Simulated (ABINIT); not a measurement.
**A short convergence ladder for AlInSb2 (P-4m2, 4 atoms in the cell)**

```
AlInSb2
1.0
    4.49265     0.00000     0.00000
    0.00000     4.49265     0.00000
    0.00000     0.00000     6.32977
Al In Sb
1 1 2
Direct
  0.00000   0.00000   0.00000
  0.50000   0.50000   0.50000
  0.00000   0.50000   0.23337
  0.50000   0.00000   0.76663
```

Base method: LDA (PW92), PAW (JTH v2.0 LDA PAW) (plane waves; ABINIT).

Base settings: pseudos = [Al.LDA_PW-JTH.xml, In.LDA_PW-JTH.xml, Sb.LDA_PW-JTH.xml]; ecut = 21 Ha; pawecutdg = 42 Ha; occopt = 3; tsmear = 0.00036749 Ha; ngkpt = 3 3 2; nshiftk = 1; shiftk = 0 0 0; potentials = JTH v2.0 LDA PAW; nband = 30.

Core times come from one kind of shared machine, to one figure; runs under 30 s give none.

**The force threshold of a relaxation**

On AlInSb₂ (Pmm2, 4 atoms in the cell): one atom moved by 0.15 angstrom.

In this ladder: toldfe = default; tolvrs = 1e-11; ionmov = 2; ntime = 40.

The mesh stays at the base's, so the ladder's end is converged at best in this setting alone.

Only quantities that move along the ladder and can be compared are tabulated; the gap is left out on so coarse a mesh.

These are the values that this program gave, and no reference: the one-centre exchange-correlation terms come from a truncated expansion.

```csv
tolmxf,free energy less the last step's (meV/atom),largest force left (eV/Å),relaxation steps,core time / last (rough)
0.00389 Ha/bohr,0.49,0.1701,3,0.3
0.00194 Ha/bohr,0.13,0.0805,5,0.4
0.000972 Ha/bohr,0.02,0.0356,6,0.5
0.000583 Ha/bohr,0.00,0.0089,7,0.6
0.000389 Ha/bohr,0.00,0.0089,7,0.6
0.000194 Ha/bohr,0.00,0.0089,7,0.5
9.72e-05 Ha/bohr,0.00,0.0043,8,0.7
3.89e-05 Ha/bohr,0.00,0.0019,11,0.9
1.94e-05 Ha/bohr,0.00,0.0006,12,1
```

Coarsest tolmxf that holds the largest force left within 0.01 eV/Å of the last step, with all finer ones: 0.000583 Ha/bohr; the step before is off by 0.035 eV/Å.

Coarsest tolmxf that holds the free energy within 0.05 meV/atom of the last step, with all finer ones: 0.000972 Ha/bohr; the step before is off by 0.13 meV/atom.

On the base run: the starting cell comes from a database of computed structures (which also holds hypothetical and non-ambient phases and stackings), without a prior relaxation at this level. Its lattice was rescaled by up to half a per cent.
